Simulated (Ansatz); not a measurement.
Start from InAs in the zinc blende structure (space group F-43m, No. 216; a = 6.186 Å).

Now apply this change: cell and atoms relaxed at a pressure of 9 GPa.

Calculations: PBE (Ansatz, a quantum-chemistry and plane-wave program), spin-orbit coupling left out.

Task: Give the band edges at the high-symmetry points of the new zone, measured from its valence-band maximum.

Result: 
```json
[
 {"point": "Γ", "valence edge (eV)": "0.00", "conduction edge (eV)": "0.14"},
 {"point": "X", "valence edge (eV)": "-2.55", "conduction edge (eV)": "1.44"},
 {"point": "U", "valence edge (eV)": "-2.14", "conduction edge (eV)": "2.09"},
 {"point": "K", "valence edge (eV)": "-2.14", "conduction edge (eV)": "2.09"},
 {"point": "L", "valence edge (eV)": "-1.09", "conduction edge (eV)": "1.11"},
 {"point": "W", "valence edge (eV)": "-3.17", "conduction edge (eV)": "4.31"}
]
```

The gap is 0.14 eV, direct at Γ.

Load acts through the strain it causes; cell and atoms are relaxed under it. No phonon test of stability was made. All final runs are without spin polarisation. Measured, InAs leaves this structure (for rock salt) near 7 GPa (temperature not stated; as listed in Datta, Sujoy, Jana, Debnarayan, arXiv (2020)). A zero or small gap of InAs can be the functional's error rather than a property of the material.
